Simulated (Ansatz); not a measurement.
Worked example: relaxation of the atoms of TiO2 (Imm2, 6 atoms in the cell) in Ansatz (a program for electronic structure).

Method: LDA (PW92), default PAW files made with PBE (plane waves; Ansatz).

The change in words: one atom moved by 0.15 angstrom; relax: default → atoms; relax.f_tol: default → 0.005 eV/Å. Reference geometry:
```yaml
crystal:
  lattice:
    - [-1.88304, 1.88304, 4.73123]
    - [1.88304, -1.88304, 4.73123]
    - [1.88304, 1.88304, -4.73123]
  atoms:
    - { symbol: Ti, position: [0.75000, 0.25000, 0.50000] }
    - { symbol: Ti, position: [0.00000, 0.00000, 0.00000] }
    - { symbol: O, position: [0.54200, 0.04200, 0.50000] }
    - { symbol: O, position: [0.79200, 0.79200, 0.00000] }
    - { symbol: O, position: [0.20800, 0.20800, 0.00000] }
    - { symbol: O, position: [0.95800, 0.45800, 0.50000] }
```

Reference input (self-consistent single point, DFT, LDA (PW92), plane waves, default PAW files made with PBE): basis.ecutwfc = 420 eV; kpoints.mp_grid.grid = 9 9 9; hamiltonian.xc = lda; hamiltonian.pseudopotentials = {kind: paw} (the program's default PAW files); scf.occupations.method = fermi_dirac; scf.occupations.width = 0.02 eV. This run's input differs from it in these lines:

```diff
@@ -7,3 +7,3 @@
   atoms:
-    - { symbol: Ti, position: [0.75000000, 0.25000000, 0.50000000] }
+    - { symbol: Ti, position: [0.76585200, 0.26585200, 0.50000000] }
     - { symbol: Ti, position: [0.00000000, 0.00000000, 0.00000000] }
@@ -26,2 +26,4 @@
     width: 0.02
+relax:
+  f_tol: 0.005
 output:
```

Output, abridged:

```
   [... SCF lines of the steps left out ...]
relax step   1: F+E_penalty+E_count = -7130.25308757 eV  Δ(F+E_penalty+E_count) = +0.000e0 eV  max|allowed force component| = 2.846e0 eV/Å  Δτ_max = 0.0000 Å  (8 SCF iters, dr2 threshold 6.25e-7 eV, accepted)
relax step   2: F+E_penalty+E_count = -7130.36760711 eV  Δ(F+E_penalty+E_count) = -1.145e-1 eV  max|allowed force component| = 1.702e0 eV/Å  Δτ_max = 0.0396 Å  (7 SCF iters, dr2 threshold 1.00e-4 eV, accepted)
relax step   3: F+E_penalty+E_count = -7130.45372903 eV  Δ(F+E_penalty+E_count) = -8.612e-2 eV  max|allowed force component| = 4.192e-2 eV/Å  Δτ_max = 0.0853 Å  (7 SCF iters, dr2 threshold 1.00e-4 eV, accepted)
relax step   4: F+E_penalty+E_count = -7130.45372909 eV  Δ(F+E_penalty+E_count) = -6.209e-8 eV  max|allowed force component| = 4.211e-2 eV/Å  Δτ_max = 0.0000 Å  (4 SCF iters, accepted)
relax step   5: F+E_penalty+E_count = -7130.45384398 eV  Δ(F+E_penalty+E_count) = -1.149e-4 eV  max|allowed force component| = 1.188e-3 eV/Å  Δτ_max = 0.0025 Å  (5 SCF iters, dr2 threshold 1.11e-7 eV, accepted)
relax step   6: F+E_penalty+E_count = -7130.45384405 eV  Δ(F+E_penalty+E_count) = -7.337e-8 eV  max|allowed force component| = 1.200e-3 eV/Å  Δτ_max = 0.0000 Å  (3 SCF iters, accepted)
the relaxation is at rest under the 4 symmetry operations that the run kept from its start: a minimum is not shown …
Stability not checked: this state was not tested for a lower state beside it, because too few of the mixer's solves of this state at the end of the SCF gave a …
Free energy (F): -7130.453844 eV
Internal energy: -7130.453844 eV  (E = F + TS)
E sigma→0 (E₀):  -7130.453844 eV
Fermi energy:    8.186671 eV
--- Forces (eV/Å), atoms counted from 1 ---
  atom   1  Ti     0.00000000     0.00000000    -0.00014775
  atom   2  Ti    -0.00000000     0.00000000     0.00000742
   [... lines left out ...]
    - { symbol: O, position: [0.544695355890086, 0.04469535589008606, 0.4999999999999999] }
    - { symbol: O, position: [0.7946923517210387, 0.7946923517210387, 1.126543071440048e-18] }
    - { symbol: O, position: [0.2105903899940458, 0.2105903899940458, 1.0838798947836199e-18] }
    - { symbol: O, position: [0.9605886631075362, 0.4605886631075364, 0.49999999999999994] }
```

The run converged. 

Summary of the result:
- Free energy E − TS (on the zero of these files) = -7130.4538 eV
- Top of the valence band (on the code's own zero) = 7.15 eV
- Gap on the k-point mesh = 2.05 eV
- Pressure = -3.39 GPa
- Largest force (vector length) = 0.001 eV/Å
- Relaxation steps = 6

The starting cell has typed, rounded lattice constants, without a prior relaxation at this level. Its lattice was rescaled by up to half a per cent. For this run, on top of that: one atom moved by 0.15 angstrom. The relaxation keeps the symmetry of its start, so its end need not be a minimum. Ansatz's pressure includes its estimate of the finite-basis (Pulay) stress. Without the estimate this run gives -4.36 GPa.

Cost on one core of a shared machine: roughly 40 s.

Keys are those of Ansatz 0.2.
